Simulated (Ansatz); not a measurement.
Structures of equal composition on the (0001) surface of hcp Ru: one row in 3 of the top plane missing; (√3x√3)R30°, one Ru site of the top plane empty. The slabs share one bottom face, and each structure is named by its start. These are constructed structures in small cells; real faces may alloy, dewet or reconstruct in larger ones, and not all known structures of the face are among them. Slabs of about 11 Å, Fermi-Dirac smearing of 0.1 eV. Bottom of the slabs: a bare face, its two planes held. Relaxed from the named starts with such symmetry as they have, on meshes of like density; energies extrapolated to zero smearing; spin only where a row says so; no spin-orbit coupling, no U. Brackets mark spin-polarised runs, whose order is one that fits the cell. The cells differ, so small differences also carry the error of unlike k-meshes.

Calculation: PBE (plane waves to 420 eV, PAW; Ansatz, a program for electronic structure).

### Question
Order them by energy per 1x1 cell (lowest first) at the level PBE.

### Answer
one row in 3 of the top plane missing (0.00 eV), (√3x√3)R30°, one Ru site of the top plane empty (0.11 eV)
